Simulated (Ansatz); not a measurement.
## GaAs: response to strain

Take GaAs in the zinc blende structure (space group F-43m, No. 216; a = 5.667 Å) as the base.

Strains are applied to the cell and any free atomic positions relax.

Calculations: plane-wave PAW DFT at the r2SCAN level (Ansatz, a program for electronic structure, 500 eV), scalar-relativistic without spin-orbit coupling.

Notes on the quantities. energy relative to the base: free energy F.

```tsv
isotropic strain (%)	energy relative to the base (meV/atom)
-3	46.4
-2.5	31.7
-2	19.9
-1.5	11.0
-1	4.8
-0.5	?
0	0.0
```

Q: Fit ΔE = Aε² + Bε³ (ε in %) to the rows shown and predict the withheld row.

A: Least squares on the printed values gives A = 4.62 and B = -0.18 meV/atom (largest residual 0.0 meV/atom); this predicts 1.2 meV/atom, and the run gives 1.2 meV/atom, in agreement.

No phonon test of stability was made.
